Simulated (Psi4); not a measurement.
Psi4 1.11, PBE/def2-svp: CC(C)O[SiH2]N, 17 atoms. The geometry is a generated start, not checked to be a minimum at this level.

- task: gradient
- method: pbe
- basis: def2-svp
- memory: 7 GB
- scf_type: df (default)
- guess: auto, which took SAD (default)
- diis_max_vecs: 10 (default)
- scf_initial_accelerator: adiis (default)
- e_convergence: 1e-08 (default)
- d_convergence: 1e-08 (default)
- basis functions (reference run): 143
- grid points (reference run): 3053062

```xyz
17

C     -1.6812     1.1548     0.2221
C     -0.7249    -0.0315     0.1322
C     -1.4490    -1.2589    -0.4140
O      0.3288     0.2877    -0.7745
Si     1.8428     0.6483    -0.2183
N      2.6392    -0.8310    -0.0488
H     -2.5303     0.9311     0.8753
H     -2.0620     1.4286    -0.7682
H     -1.1657     2.0370     0.6161
H     -0.3491    -0.2728     1.1359
H     -2.2848    -1.5474     0.2308
H     -1.8314    -1.0738    -1.4240
H     -0.7589    -2.1063    -0.4891
H      2.5975     1.4833    -1.1709
H      1.7760     1.2514     1.1272
H      2.1103    -1.4242     0.5812
H      3.5428    -0.6762     0.3868
```

Differences are taken against the run with dft_radial_points = 200, dft_spherical_points = 974, dft_pruning_scheme = none (default); no run here is proven converged. Single runs; times are not shown.

Settings tried, all else as in the reference:
- dft_radial_points = 75 (default), dft_spherical_points = 302 (default)
- dft_radial_points = 99, dft_spherical_points = 590, dft_pruning_scheme = treutler
- dft_radial_points = 35, dft_spherical_points = 110
- dft_radial_points = 25, dft_spherical_points = 50
- dft_radial_points = 150, dft_spherical_points = 770
- dft_radial_points = 75 (default), dft_spherical_points = 434
- dft_radial_points = 50, dft_spherical_points = 194
- dft_radial_points = 75 (default), dft_spherical_points = 302 (default), dft_pruning_scheme = robust
- dft_radial_points = 99, dft_spherical_points = 590
- dft_radial_points = 75 (default), dft_spherical_points = 302 (default), dft_pruning_scheme = treutler

Q: Which of these stay within 0.10 meV/atom in energy, 1.0 meV/Å in forces (largest component) of the reference run?

A: Within it: dft_radial_points = 150, dft_spherical_points = 770; dft_radial_points = 99, dft_spherical_points = 590. Outside: dft_radial_points = 75 (default), dft_spherical_points = 434; dft_radial_points = 75 (default), dft_spherical_points = 302 (default); dft_radial_points = 75 (default), dft_spherical_points = 302 (default), dft_pruning_scheme = robust; dft_radial_points = 50, dft_spherical_points = 194; dft_radial_points = 99, dft_spherical_points = 590, dft_pruning_scheme = treutler; dft_radial_points = 35, dft_spherical_points = 110; dft_radial_points = 75 (default), dft_spherical_points = 302 (default), dft_pruning_scheme = treutler; dft_radial_points = 25, dft_spherical_points = 50.

| setting | grid points | energy against the reference | difference in forces (largest component) |
|---|---|---|---|
| the reference | 3053062 | — | — |
| dft_radial_points = 150, dft_spherical_points = 770 | 1822522 | under 0.001 meV/atom | 0.17 meV/Å |
| dft_radial_points = 99, dft_spherical_points = 590 | 925164 | under 0.001 meV/atom | 0.45 meV/Å |
| dft_radial_points = 75 (default), dft_spherical_points = 434 | 518464 | +0.0045 meV/atom | 1.5 meV/Å |
| dft_radial_points = 75 (default), dft_spherical_points = 302 (default) | 360962 | +0.0039 meV/atom | 7.7 meV/Å |
| dft_radial_points = 75 (default), dft_spherical_points = 302 (default), dft_pruning_scheme = robust | 246470 | +0.0036 meV/atom | 7.7 meV/Å |
| dft_radial_points = 50, dft_spherical_points = 194 | 157296 | +0.0045 meV/atom | 26 meV/Å |
| dft_radial_points = 99, dft_spherical_points = 590, dft_pruning_scheme = treutler | 477988 | +0.49 meV/atom | 29 meV/Å |
| dft_radial_points = 35, dft_spherical_points = 110 | 62699 | −0.92 meV/atom | 30 meV/Å |
| dft_radial_points = 75 (default), dft_spherical_points = 302 (default), dft_pruning_scheme = treutler | 197102 | +0.41 meV/atom | 32 meV/Å |
| dft_radial_points = 25, dft_spherical_points = 50 | 20416 | +19 meV/atom | 400 meV/Å |

Total energies are compared; such shifts often cancel in part in energy differences. The gradients leave out the derivatives of the grid weights. Also tried and not ranked: dft_radial_points = 99, dft_spherical_points = 590, dft_pruning_scheme = robust (same energy as a listed run). The tolerance is a choice made for this comparison.
